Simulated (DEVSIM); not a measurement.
System: Schottky contact on p-type In0.53Ga0.47As, at 300 K.

| layer (left to right) | material | thickness (μm) | Na (cm⁻³) | τn (s) | τp (s) |
|---|---|---|---|---|---|
| 1 | In0.53Ga0.47As | 5.50 | 1.5e15 | 4e-10 | 4e-10 |

Left contact: Schottky, work function 4.98 eV, emission velocity 5.6e6 cm/s. Right contact: ohmic. Voltage is applied to the left contact. Recombination: SRH at mid-gap, Auger. Mobility is μmin + (μ − μmin)/(1 + (N/Nref)^α).

Constants are typed, rounded textbook-type inputs, not results; the design itself was drawn at random and stands for no fabricated device. Values at 300 K.

```
parameter      In0.53Ga0.47As
-------------  --------------
gap (eV)                 0.74
affinity (eV)            4.51
permittivity             13.9
Nc (cm⁻³)              2.1e17
Nv (cm⁻³)              7.7e18
μn (cm²/Vs)             12000
μp (cm²/Vs)               300
μn,min                    300
μp,min                     10
Nref,n                 1.3e17
Nref,p                 4.9e17
αn                       0.48
αp                        0.4
Cn (cm⁶/s)              5e-29
Cp (cm⁶/s)              5e-29
```

Simulated with DEVSIM: 1D drift-diffusion, Boltzmann statistics, complete ionisation; no tunnelling, impact ionisation, image-force lowering or self-heating. Metal contacts follow the ideal Schottky-Mott rule: no Fermi-level pinning, no interface dipoles.

The doping Na of layer 1 was swept, all else fixed.

| doping Na of layer 1 (cm^-3) | largest field in the device at zero bias (V/cm) | potential step across the device at zero bias (V) |
|---|---|---|
| 4.5e13 | 850 | 0.042 |
| 1.5e14 | 310 | 0.010 |
| 4.5e14 | 770 | 0.018 |
| 1.5e15 | ? | 0.049 |
| 4.5e15 | 7900 | 0.078 |
| 1.5e16 | 18000 | 0.109 |
| 4.5e16 | 36000 | 0.137 |

Q: Some entries are withheld; supply them.

A: 
- 1.5e15, largest field in the device at zero bias (V/cm): 3200
